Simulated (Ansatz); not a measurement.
Base system: BAs in the zinc blende structure (space group F-43m, No. 216; a = 4.809 Å).

The other end (x = 1) is GaB in the zinc blende structure (space group F-43m, No. 216; a hypothetical phase, not in the database extracts checked): 15.09 Å³/atom, gap zero; this end may not be an ambient phase.

Method: PBE in Ansatz (plane waves to 420 eV, PAW, no spin-orbit coupling), earlier PAW set.

Ga replaces a fraction x of As; each row is one arrangement (x, atoms in the cell, starting space group or random), fully relaxed.

One change was made to it. Results:

The mixing energy comes out as -0.02 eV/atom (to 0.01 eV only: unlike meshes or grids) (against an end that may be hypothetical); the mean first-shell distances comes out as As–B 2.062 Å (end compound 2.083 Å), Ga–B 2.196 Å (end compound 2.140 Å); the deviation of the volume from the linear (Vegard-type) interpolation amounts to -0.6 %.

Name the change that was made.
A) x(Ga) = 0.75, 8 atoms, P-4m2
B) x(Ga) = 0.333, 6 atoms, P3m1
C) x(Ga) = 0.667, 6 atoms, I-4m2

B, x(Ga) = 0.333, 6 atoms, P3m1. For comparison, the mixing energy in the other runs: x(Ga) = 0.75, 8 atoms, P-4m2 gives -0.07 eV/atom; x(Ga) = 0.667, 6 atoms, I-4m2 gives -0.06 eV/atom.

These are small ordered cells, not random alloys; other orderings at the same x differ. Stability against distortions was not tested. All final runs are without spin polarisation. Under x(Ga) = 0.75, 8 atoms, P-4m2 and x(Ga) = 0.667, 6 atoms, I-4m2 the cell changed shape so far that it is another structure.

Ansatz is a program for electronic structure.
